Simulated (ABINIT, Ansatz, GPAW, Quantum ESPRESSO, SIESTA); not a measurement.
**Ag (Fm-3m, 1 atom in the cell) computed with different codes at matched settings**

Relaxation of cell and atoms.

```yaml
crystal:
  lattice:
    - [0.00000, 2.06080, 2.06080]
    - [2.06080, 0.00000, 2.06080]
    - [2.06080, 2.06080, 0.00000]
  atoms:
    - { symbol: Ag, position: [0.00000, 0.00000, 0.00000] }
```

Shared settings, as Ansatz (a program for electronic structure) writes them: kpoints.mp_grid.grid = 9 9 9; scf.occupations.method = gaussian; scf.occupations.width = 0.272 eV. Potentials and cutoffs stand in the table.

```json
[
 {"code": "ABINIT", "model": "PBE, norm-conserving pseudopotentials (PseudoDojo nc-sr-05 PBE standard)", "final volume (Å³/atom)": "17.79", "cutoff": "82 Ry"},
 {"code": "SIESTA", "model": "GGA PBE, numerical atomic orbitals TZP, PseudoDojo PBE standard norm-conserving potentials (rewritten from UPF to PSML)", "final volume (Å³/atom)": "17.52", "cutoff": "grid 350 Ry"},
 {"code": "Ansatz", "model": "PBE, default PAW files", "final volume (Å³/atom)": "17.80", "cutoff": "default"},
 {"code": "GPAW", "model": "PBE, GPAW PAW datasets PBE (gpaw-data 1.0.1)", "final volume (Å³/atom)": "17.78", "cutoff": "550 eV"},
 {"code": "Quantum ESPRESSO", "model": "PBE, PseudoDojo standard norm-conserving (PBE) pseudopotentials", "final volume (Å³/atom)": "17.78", "cutoff": "85 Ry"}
]
```

The spread over the programs that give each value: final volume within 0.28 Å³/atom.

SIESTA uses small atom-centred bases, whose incompleteness enters pressures, forces and empty levels differently from a plane-wave cutoff. The programs treat the finite-basis stress differently while the cell relaxes: Ansatz adds an estimate of it, ABINIT smooths its cutoff (ecutsm).

The starting cell comes from a database of computed structures (which also holds hypothetical and non-ambient phases and stackings), without a prior relaxation at this level. Its lattice was rescaled by a random factor within 2.5 % of one.

Keys are those of Ansatz 0.2.
